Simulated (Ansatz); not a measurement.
The parent structure is ZnSe in the zinc blende structure (space group F-43m, No. 216; a = 5.733 Å).

It is then changed as follows: the cell is scaled by 0.9636 in all directions; the atoms relax in the strained cell.

Computed with DFT with PBE, PAW potentials and a 420 eV plane-wave cutoff in Ansatz (a program for electronic structure), no SOC.

Base, band edges from the VBM (valence, conduction): X -2.06, 3.07; W -2.50, 5.39; L -0.82, 2.49; Γ 0.00, 1.15; K -1.69, 3.61; U -1.69, 3.61 eV.

### Question
Give the band edges at the high-symmetry points of the new zone, measured from its valence-band maximum.

### Answer
```json
[
 {"point": "Γ", "valence edge (eV)": "0.00", "conduction edge (eV)": "1.60"},
 {"point": "X", "valence edge (eV)": "-2.48", "conduction edge (eV)": "2.80"},
 {"point": "U", "valence edge (eV)": "-2.03", "conduction edge (eV)": "3.51"},
 {"point": "K", "valence edge (eV)": "-2.03", "conduction edge (eV)": "3.51"},
 {"point": "L", "valence edge (eV)": "-0.99", "conduction edge (eV)": "2.68"},
 {"point": "W", "valence edge (eV)": "-3.04", "conduction edge (eV)": "5.47"}
]
```

The gap is 1.60 eV, direct at Γ.

Stability against distortions was not tested.
